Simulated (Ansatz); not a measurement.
ScAs (model structure, from the CsCl type, Pm-3m, No. 221), treated with HSE06 (Ansatz, a quantum-chemistry and plane-wave program, PAW).

The run printed, among other lines:

```
WARN output.stress: scf.exx.energy_threshold = 1e-6 eV is looser than the 2e-8 eV advised for a stress under a hybrid functional (1e-8 eV for each atom of the …
Crystal: 2 atoms, lattice volume = 37.372 Å³
Basis set: ecut = 460 eV, 847 PW (Γ), exchange–correlation on 48×48×48 points (8 copies of the dense FFT grid, shifted against one another)
Bands: 17, of which v1, the nominal top of the filled ones, is band 13 counted from 1 (12 counted from 0)
Symmetry: 48 space group operations
Space group: Pm-3m (ITA 221), of the structure as read, at distance tolerance 3.3e-5 Å
k-points: 35 of 512
SCF iter   1: F=—  HF=-6993.704966 eV  |F-HF|=—  |Δ(HF+E_count)|=         —  Δρ=8.77e-3  dr2=4.04e-2
SCF iter   2: F=—  HF=-6993.703513 eV  |F-HF|=—  |Δ(HF+E_count)|=   1.45e-3  Δρ=6.20e-3  dr2=2.43e-2
  ...
SCF 1 converged in 9 iterations: F = -6993.700499 eV  dr2 = 9.28e-12
Crystal: 2 atoms, lattice volume = 37.372 Å³
Initial density: handed on by an earlier stage of this run
Crystal: 2 atoms, lattice volume = 37.372 Å³
SCF iter   6: F=—  HF=-6995.095340 eV  |F-HF|=—  |Δ(HF+E_count)|=   6.24e-9  Δρ=5.53e-7  dr2=1.68e-10
SCF iter   7: F=-6995.095340 eV  HF=-6995.095340 eV  |F-HF|=4.18e-11  |Δ(HF+E_count)|=  7.46e-11  Δρ=1.17e-7  dr2=7.56e-11
SCF 3 converged in 7 iterations: F = -6995.095340 eV  dr2 = 7.56e-11
Free energy (F): -6995.095340 eV
Internal energy: -6995.088747 eV  (E = F + TS)
E sigma→0 (E₀):  -6995.092044 eV
Fermi energy:    13.065659 eV
--- Stress (GPa, compression-positive) ---
        3.531513      -0.000000       0.000000
        0.000000       3.531513       0.000000
        0.000000       0.000000       3.531513
  P = ⅓ Tr σ = 3.5315 GPa (35.315 kbar)
```

Problem. Write an input file that produces this run.

Solution. This is not unique; one that fits is 
Ansatz 0.2 input:
```yaml
crystal:
  lattice:
    - [3.343357075, 0.0, 0.0]
    - [0.0, 3.343357075, 0.0]
    - [0.0, 0.0, 3.343357075]
  atoms:
    - { symbol: Sc, position: [0.0, 0.0, 0.0] }
    - { symbol: As, position: [0.5, 0.5, 0.5] }
basis:
  ecutwfc: 460
  ecutrho_ratio: 4
  xc_grid: 2
kpoints:
  mp_grid: { grid: [8, 8, 8] }
hamiltonian:
  xc: hse06
  dispersion: none
  pseudopotentials: { kind: paw }
scf:
  occupations: { method: fermi_dirac, width: 0.05 }
  convergence: { dr2_threshold: 0.0000000002 }
output:
  forces: true
  stress: true
  eigenvalues: true
```

The PAW data were made under PBE.

Note: PBE has no gap here, and a hybrid on a coarse mesh can open a false one. Note: the cell keeps the symmetry of its start, so it can be a saddle point. Note: cell and atoms aren't relaxed at this level (pressure 3.5 GPa).

A model structure was made by putting elements into a prototype or built by hand; it is no filed structure, need not be a known phase, and can be a saddle point held by its symmetry.
